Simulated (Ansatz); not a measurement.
A self-consistent single point of CaSiAu (P3m1, 3 atoms in the cell) with Ansatz (a quantum-chemistry and plane-wave program).

Computed with LDA (PW92), default PAW files made with PBE (plane waves; Ansatz).

```
CaSiAu
1.0
    4.30595     0.00000     0.00000
   -2.15298     3.72906     0.00000
    0.00000     0.00000     3.92279
Ca Si Au
1 1 1
Direct
  0.00000   0.00000   0.01275
  0.66667   0.33333   0.50000
  0.33333   0.66667   0.50000
```

Reference input (self-consistent single point, DFT, LDA (PW92), plane waves, default PAW files made with PBE): basis.ecutwfc = 420 eV; kpoints.mp_grid.grid = 9 9 9; hamiltonian.xc = lda; hamiltonian.pseudopotentials = {kind: paw} (the program's default PAW files); scf.occupations.method = fermi_dirac; scf.occupations.width = 0.1 eV. This run's input differs from it in these lines:

Ansatz 0.2 input:
```diff
@@ -13,3 +13,3 @@
 kpoints:
-  mp_grid: { grid: [9, 9, 9] }
+  mp_grid: { grid: [15, 15, 15] }
 hamiltonian:
@@ -18,3 +18,3 @@
 scf:
-  occupations: { method: fermi_dirac, width: 0.1 }
+  occupations: { method: gaussian, width: 0.05 }
 output:
```

Output (repeated stretches shortened):

```
SCF iter   1: F=—  HF=-15248.371155 eV  |F-HF|=—  |Δ(HF+E_count)|=         —  Δρ=5.40e-3  dr2=1.34e-2  ethr=1.77e-3  ⟨swp⟩=6.7  Hψ=39497  notcnv=0
all-band conjugate gradients solve this SCF's bands
preconditioner: auto → Kerker (q_TF=auto, 2.450 Å⁻¹)
SCF iter   2: F=—  HF=-15248.369325 eV  |F-HF|=—  |Δ(HF+E_count)|=   1.83e-3  Δρ=3.08e-3  dr2=5.36e-3  ethr=4.06e-5  ⟨swp⟩=2.0  Hψ=11537  notcnv=0  defer=148
   [... lines left out ...]
SCF iter   4: F=—  HF=-15248.368035 eV  |F-HF|=—  |Δ(HF+E_count)|=   2.42e-4  Δρ=2.99e-4  dr2=7.94e-5  ethr=3.06e-6  ⟨swp⟩=2.6  Hψ=10922  notcnv=0  defer=148
SCF iter   5: F=—  HF=-15248.368020 eV  |F-HF|=—  |Δ(HF+E_count)|=   1.53e-5  Δρ=9.60e-5  dr2=1.06e-5  ethr=2.40e-7  ⟨swp⟩=1.7  Hψ=8224  notcnv=0  defer=148
SCF iter   6: F=—  HF=-15248.368018 eV  |F-HF|=—  |Δ(HF+E_count)|=   2.46e-6  Δρ=2.85e-5  dr2=6.80e-7  ethr=3.21e-8  ⟨swp⟩=2.7  Hψ=10851  notcnv=0  defer=148
SCF iter   7: F=-15248.368017 eV  HF=-15248.368017 eV  |F-HF|=2.32e-8  |Δ(HF+E_count)|=   1.18e-7  Δρ=6.19e-6  dr2=3.56e-8  ethr=3.03e-10  ⟨swp⟩=7.2  Hψ=35889  notcnv=0
SCF 1 converged in 7 iterations: F = -15248.368017 eV  dr2 = 3.56e-8
Free energy (F): -15248.368017 eV
Internal energy: -15248.366540 eV  (E = F + TS)
E sigma→0 (E₀):  -15248.367278 eV
Entropy (-TS):   -0.001478 eV (-0.493 meV/atom)
Fermi energy:    10.960130 eV
--- Forces (eV/Å), atoms counted from 1 ---
  atom   1  Ca    -0.00000000     0.00000000    -0.17661683
  atom   2  Si     0.00000000     0.00000000     0.08861618
  atom   3  Au     0.00000000    -0.00000000     0.08798424
--- Stress (GPa, compression-positive) ---
       -3.634173      -0.000000      -0.000000
       -0.000000      -3.634173      -0.000000
       -0.000000      -0.000000      -3.047750
  P = ⅓ Tr σ = -3.4387 GPa (-34.387 kbar)
  The stress holds the Pulay correction. Without it, at fixed plane waves, as pw.x and ABINIT print it: P = -3.4631 GPa
```

The run converged in 7 iterations. Against the reference run the free energy goes up by 6.2 meV/atom, the pressure stays near -3.44 GPa while the zz stress (positive for compression) goes from -2.59 to -3.05 GPa and the largest force moves little (0.174 to 0.177 eV/Å).

The starting cell comes from a database of computed structures (which also holds hypothetical and non-ambient phases and stackings), without a prior relaxation at this level. Its lattice was rescaled by up to half a per cent. One atom was moved a little off its site on purpose. With a pressure of about -3 GPa the cell is away from its equilibrium volume at this level. Ansatz's pressure includes its estimate of the finite-basis (Pulay) stress.

Cost on one core of a shared machine: roughly 40 s.
